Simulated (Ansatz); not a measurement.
Results of r²SCAN (Ansatz, a quantum-chemistry and plane-wave program, plane waves, PAW) for corundum Ga2O3 (metastable phase).

Numerical settings: plane-wave cutoff 560 eV, 8×8×8 k mesh, Fermi–Dirac smearing 0.01 eV, scalar-relativistic PAW data made under PBE.

Energies at three volumes about the minimum:

| V (Å³/atom) | E − E_lowest (meV/atom) |
|---|---|
| 9.447 | 2.92 |
| 9.640 | 0.00 |
| 9.833 | 2.71 |

Fit a parabola by hand: where is the minimum, and what is the bulk modulus?

Slopes: (0.00 − 2.92)/(9.640 − 9.447) = -15.130 and (2.71 − 0.00)/(9.833 − 9.640) = 14.041 meV/Å³. Curvature E″ = 2 × (14.041 − (-15.130))/(9.833 − 9.447) = 151.145 meV/Å⁶. From the middle of the first interval, the slope vanishes at V0 = 9.5435 − (-15.130)/151.145 = 9.644 Å³/atom. B = V0 E″ = 9.644 × 151.145 meV/Å³ × 0.1602 GPa per meV/Å³ = 234 GPa. The full Birch–Murnaghan fit to all volumes gives V0 = 9.640 Å³/atom and B0 = 234 GPa.

Shape and atoms are relaxed at each volume.

Measured, for comparison: bulk modulus 220 ± 9 GPa (room temperature, no zero-point or thermal correction, equation of state from high-pressure X-ray diffraction, sources range from 220 to 252; as tabulated in Phys. Rev. B 77, 094123 (2008), gallium oxide under pressure (UNLV record)). Computed less measured: bulk modulus +6 % (inside the range of the sources held).
